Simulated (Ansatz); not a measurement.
Base system: GaAs in the zinc blende structure (space group F-43m, No. 216; a = 5.6590 Å). Axes: x, y, z lie along the cube axes.

Levels (all Ansatz, a quantum-chemistry and plane-wave program, PAW): PBEsol (420 eV, no spin-orbit coupling); HSE06 (420 eV, no spin-orbit coupling).

Its gap is 0.42 eV with PBEsol and 1.40 eV with HSE06.

It is then changed as follows: uniaxial strain ε_xx = −3.91 %, all other strain components held at zero; the atoms relax in the strained cell.

With PBEsol the gap becomes 0.56 eV.

If the HSE06 correction stayed the same, what would the HSE06 gap be, and what does the HSE06 run give?

A rigid correction of +0.98 eV gives 1.54 eV. The HSE06 run gives 1.57 eV, so the two effects roughly add.

Single points use the geometry relaxed with PBEsol. Whether these cells are dynamically stable was not tested.
